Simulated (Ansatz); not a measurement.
Worked example: self-consistent single point of Ti₂Pd (Fd-3m, 6 atoms in the cell) in Ansatz (an electronic-structure program).

Computed with PBE (plane waves, PAW; Ansatz).

```
Ti2Pd
1.0
    0.00000     3.83022     3.83022
    3.83022     0.00000     3.83022
    3.83022     3.83022     0.00000
Ti Pd
4 2
Direct
  0.12500   0.12500   0.12500
  0.62500   0.12500   0.12500
  0.12500   0.62500   0.12500
  0.12500   0.12500   0.62500
  0.75000   0.75000   0.75000
  0.50000   0.50000   0.50000
```

Reference input (self-consistent single point, DFT, PBE, plane waves, default PAW files): basis.ecutwfc = 420 eV; kpoints.mp_grid.grid = 10 10 10; hamiltonian.xc = pbe; hamiltonian.pseudopotentials = {kind: paw} (the program's default PAW files); scf.occupations.method = cold; scf.occupations.width = 0.2 eV. This run's input differs from it in these lines:

Ansatz 0.2 input:
```diff
@@ -13,3 +13,3 @@
 basis:
-  ecutwfc: 420.0
+  ecutwfc: 170.0
 kpoints:
```

Log, with long lists cut:

```
SCF iter   1: F=—  HF=-23846.741104 eV  |F-HF|=—  |Δ(HF+E_count)|=         —  Δρ=2.52e-1  dr2=5.70e1  ethr=1.77e-3  ⟨swp⟩=4.0  Hψ=6751  notcnv=0
all-band conjugate gradients solve this SCF's bands
preconditioner: auto → Kerker (q_TF=auto, 2.599 Å⁻¹)
SCF iter   2: F=—  HF=-23829.562546 eV  |F-HF|=—  |Δ(HF+E_count)|=    1.72e1  S|Δr|=    0.00e0  Δρ=1.13e-1  dr2=1.03e1  ethr=1.77e-3  ⟨swp⟩=3.0  Hψ=5620  notcnv=0  defer=84
   [... lines left out ...]
SCF iter   7: F=—  HF=-23826.364553 eV  |F-HF|=—  |Δ(HF+E_count)|=   3.35e-5  S|Δr|=    0.00e0  Δρ=1.02e-4  dr2=3.87e-5  ethr=3.85e-7  ⟨swp⟩=2.0  Hψ=2537  notcnv=0  defer=57
SCF iter   8: F=—  HF=-23826.366391 eV  |F-HF|=—  |Δ(HF+E_count)|=   1.84e-3  S|Δr|=    0.00e0  Δρ=3.37e-5  dr2=3.70e-6  ethr=4.60e-8  ⟨swp⟩=2.0  Hψ=3232  notcnv=0  defer=57
SCF iter   9: F=-23826.366390 eV  HF=-23826.366390 eV  |F-HF|=3.90e-8  |Δ(HF+E_count)|=   4.75e-7  S|Δr|=    0.00e0  Δρ=7.54e-6  dr2=6.22e-8  ethr=1.19e-10  ⟨swp⟩=8.5  Hψ=9716  notcnv=0
SCF 1 converged in 9 iterations: F = -23826.366390 eV  dr2 = 6.22e-8
Stability not checked (fill_not_monotonic)
Free energy (F): -23826.366390 eV
Internal energy: -23826.382342 eV  (E = F + TS)
E sigma→0 (E₀):  -23826.371707 eV
Entropy (-TS):   0.015951 eV (2.659 meV/atom)
Fermi energy:    13.263903 eV
--- Forces (eV/Å), atoms counted from 1 ---
  atom   1  Ti    -0.00000000     0.00000000     0.00000000
   [... zero for the other atoms too ...]
--- Stress (GPa, compression-positive) ---
        3.320912       0.000000       0.000000
        0.000000       3.320912       0.000000
        0.000000      -0.000000       3.320912
  P = ⅓ Tr σ = 3.3209 GPa (33.209 kbar)
  The stress holds the Pulay correction. Without it, at fixed plane waves, as pw.x and ABINIT print it: P = -595.3550 GPa
```

The run converged in 9 iterations. Against the reference run the free energy rises by 19.6 eV/atom and the pressure goes from -13.29 to 3.32 GPa.

The starting cell was generated: these elements placed on a structure prototype, without a prior relaxation; it need not be a known phase or ordering of this composition. Its lattice was rescaled by a random factor within 2.5 % of one. Spin polarisation is off. Ansatz's pressure includes its estimate of the finite-basis (Pulay) stress. Without the estimate this run gives -595.36 GPa. The cutoff lies below the one recommended for these files.
